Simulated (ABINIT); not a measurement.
Input and output of a self-consistent single point for Mg (P6_3/mmc, 4 atoms in the cell) (ABINIT).

Method: LDA (PW92), norm-conserving pseudopotentials (PseudoDojo nc-sr-04 LDA standard) (plane waves; ABINIT 10.0.3).

```xyz
4
Lattice="3.1571 0.0000 0.0000 -1.5786 2.7342 0.0000 0.0000 0.0000 10.2549" Properties=species:S:1:pos:R:3 pbc="T T T"
Mg     0.0000     0.0000     0.0000
Mg     0.0000     0.0000     5.1274
Mg     0.0000     1.8228     2.5637
Mg     1.5786     0.9114     7.6912
```

Reference input (self-consistent single point, DFT, PBE, plane waves, norm-conserving pseudopotentials (PseudoDojo nc-sr-05 PBE standard)): pseudos = [Mg.upf]; ecut = 42 Ha; ixc = 11; occopt = 7; tsmear = 0.136 eV; ngkpt = 8 8 3; nshiftk = 1; shiftk = 0 0 0; potentials = PseudoDojo nc-sr-05 PBE standard; nband = 27; kptopt = 1; nstep = 50. This run's input differs from it in these lines:

```diff
@@ -1,2 +1,2 @@
-# Mg, PseudoDojo nc-sr-05 PBE standard
+# Mg, PseudoDojo nc-sr-04 LDA standard
 pp_dirpath "./"
@@ -18,3 +18,3 @@
 ecut 42
-ixc 11
+ixc 7
 occopt 7
```

Its files differ too (potentials: PseudoDojo nc-sr-05 PBE standard → PseudoDojo nc-sr-04 LDA standard).

Output, abridged:

```
--- !BeginCycle
solver: {iscf: 7, nstep: 50, nline: 4, wfoptalg: 0, }
tolerances: {tolvrs: 1.00E-10, }
...

     iter   Etot(hartree)      deltaE(h)  residm     vres2
 ETOT  1  -237.02312150395    -2.370E+02 2.424E-01 4.071E+00
 ETOT  2  -237.11959811631    -9.648E-02 3.246E-03 1.959E+00
 ETOT  3  -237.12004159892    -4.435E-04 1.299E-04 4.026E-02
 ETOT  4  -237.12006012330    -1.852E-05 9.332E-05 1.570E-03
 ETOT  5  -237.12006058194    -4.586E-07 3.559E-05 3.485E-05
 ETOT  6  -237.12006058820    -6.262E-09 4.077E-05 5.717E-07
 ETOT  7  -237.12006058833    -1.256E-10 1.695E-05 1.897E-08
 ETOT  8  -237.12006058833     1.933E-12 1.845E-05 2.772E-10
 ETOT  9  -237.12006058833    -1.222E-12 8.437E-06 3.638E-12
 At SCF step    9       vres2   =  3.64E-12 < tolvrs=  1.00E-10 =>converged.

 Cartesian components of stress tensor (hartree/bohr^3)
  sigma(1 1)=  1.78156223E-05  sigma(3 2)=  0.00000000E+00
  sigma(2 2)=  1.78156227E-05  sigma(3 1)=  0.00000000E+00
  sigma(3 3)=  3.46365731E-05  sigma(2 1)= -6.11925389E-14

 ----iterations are completed or convergence reached----

 reduced coordinates (array xred) for    4 atoms
       0.000000000000      0.000000000000     -0.000000000000
       0.000000000000      0.000000000000      0.500000000000
       0.333333333333      0.666666666667      0.250000000000
       0.666666666667      0.333333333333      0.750000000000
 cartesian forces (eV/Angstrom) at end:
    1      0.00000000000000     0.00000000000000    -0.00000000000000
   [... lines left out ...]
 Fermi (or HOMO) energy (eV) =   4.08197   Average Vxc (eV)=  -9.07840
   [... lines left out ...]
total_energy        : -2.37120060588328E+02
total_energy_eV     : -6.45236498957545E+03
band_energy         : -5.47299314580424E+01
...

-Cartesian components of stress tensor (GPa)         [Pressure= -6.8912E-01 GPa]
- sigma(1 1)=  5.24153617E-01  sigma(3 2)=  0.00000000E+00
- sigma(2 2)=  5.24153627E-01  sigma(3 1)=  0.00000000E+00
- sigma(3 3)=  1.01904299E+00  sigma(2 1)= -1.80034635E-09

 Calculation completed.
```

The run converged in 9 iterations. Against the reference run the pressure goes from 1.57 to -0.69 GPa.

The starting cell comes from a database of computed structures (which also holds hypothetical and non-ambient phases and stackings), without a prior relaxation at this level. Its lattice was rescaled by a random factor within 2.5 % of one.

Cost on one core of a shared machine: roughly 5 min.
